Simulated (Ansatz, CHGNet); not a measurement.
For TiSi (model structure, started from the NbAs type, I4₁md, No. 109, 4 atoms in the cell), the machine-learned potential CHGNet-r²SCAN (trained on r²SCAN data) gives:

| Quantity | Value |
|---|---|
| equilibrium lattice constant a | 3.397 Å |
| lattice parameter c | 11.431 Å |

### Question
What does r²SCAN+rVV10 in Ansatz (PAW) give for the same quantities?

### Answer

- lattice constant a: 2.723 Å (shrinks by 20 %)
- lattice parameter c: 16.568 Å (rises by 45 %)

Changes are worked out from the printed values.

Unless a cell is named, each level is at its own relaxed cell (CHGNet-r²SCAN 16.49, r²SCAN+rVV10 15.35 Å³/atom).

The crystal itself was run without spin with r²SCAN+rVV10; a magnetic state was not tried in these runs.

Caveats: the cell has another shape than the first-principles one, perhaps another minimum in the same group (CHGNet-r²SCAN). Ansatz's density-functional and Hartree–Fock values are scalar-relativistic unless marked +SOC, with PAW data made under PBE.

A model structure was made by putting elements into a prototype or built by hand; it is no filed structure, need not be a known phase, and can be a saddle point held by its symmetry.

Ansatz is a quantum-chemistry and plane-wave program.
